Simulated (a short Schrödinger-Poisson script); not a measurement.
Solved with a short Schrödinger-Poisson script written for these runs: 1D Poisson equation in equilibrium, electrons quantum, Hartree (BenDaniel-Duke, 12 states a valley, the channel's in-plane mass for all, wave functions free to enter the dielectric), parabolic valleys, classical holes, full ionisation, no traps, pinning or gate leakage.

Structure: symmetric double-gate stack, SiO2 on p-type Ge(100), at 77 K.

From the gate side: 1.2 nm SiO2; 6 nm Ge, acceptors 2e17 cm⁻³; 1.2 nm SiO2.

The device is made up for the run: typed textbook-type constants, with dimensions and the other settings drawn at random. SiO2: permittivity 3.9, conduction-band edge (eV) 3.1, gap (eV) 9, electron mass (mₑ) 0.5. Ge: permittivity 16, conduction-band edge (eV) 0, gap (eV) 0.664, Nv at 300 K (cm⁻³) 6e18.

Channel valleys (confinement mass, in-plane density-of-states mass, number): L4 0.12, 0.295, 4. At the gates, both at one voltage, the conduction-band edge of layer 1 lies 3.25 eV − eVg above the Fermi level of the channel. Gaps are held at their typed values at every temperature. Mesh 0.03 nm at interfaces.

Problem. Give the sheet density of all electrons at Vg = 0.85 V (cm⁻²); the sheet density of all electrons at Vg = 0.25 V (cm⁻²); the capacitance of both gates at Vg = 0.85 V (μF/cm²).

Solution. sheet density of all electrons at Vg = 0.85 V (cm⁻²): 1.69e13; sheet density of all electrons at Vg = 0.25 V (cm⁻²): 1.17e12; capacitance of both gates at Vg = 0.85 V (μF/cm²): 4.32. Only the L valleys are kept; under strong confinement the Δ valleys of Ge fill too.
